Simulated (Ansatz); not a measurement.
**A computed series for HfN: response to strain**

Take HfN in the rock salt structure (space group Fm-3m, No. 225; a = 4.5257 Å; relaxed with 0.1 eV smearing) as the base. Axes: x, y, z lie along the cube axes.

Strains are applied to the cell and any free atomic positions relax.

Calculations: r2SCAN/PAW in Ansatz (an electronic-structure program), spin-orbit coupling left out.

Notes on the quantities. pressure: mean of the normal stresses, compression positive; energy relative to the base: free energy F.

```tsv
case	pressure	energy relative to the base	volume per atom
base	0.0 GPa	0 meV/atom	11.59 Å³
uniaxial strain ε_zz = +0.50 %	-1.4 GPa	+0.5 meV/atom	11.64 Å³
uniaxial strain ε_zz = +1.00 %	-2.7 GPa	+2.1 meV/atom	11.70 Å³
uniaxial strain ε_zz = +1.50 %	-3.9 GPa	+4.7 meV/atom	11.76 Å³
uniaxial strain ε_zz = +2.00 %	___	___	11.82 Å³
uniaxial strain ε_zz = +2.50 %	-6.2 GPa	+12 meV/atom	11.88 Å³
uniaxial strain ε_zz = +3.00 %	-7.3 GPa	+18 meV/atom	11.93 Å³
```

Problem. Some entries are withheld; estimate them.

Solution. 
- uniaxial strain ε_zz = +2.00 %, pressure: -5.1 GPa
- uniaxial strain ε_zz = +2.00 %, energy relative to the base: +8.1 meV/atom

Stability against distortions was not tested. The final runs are not spin-polarised. An odd electron count without spin: HfN.
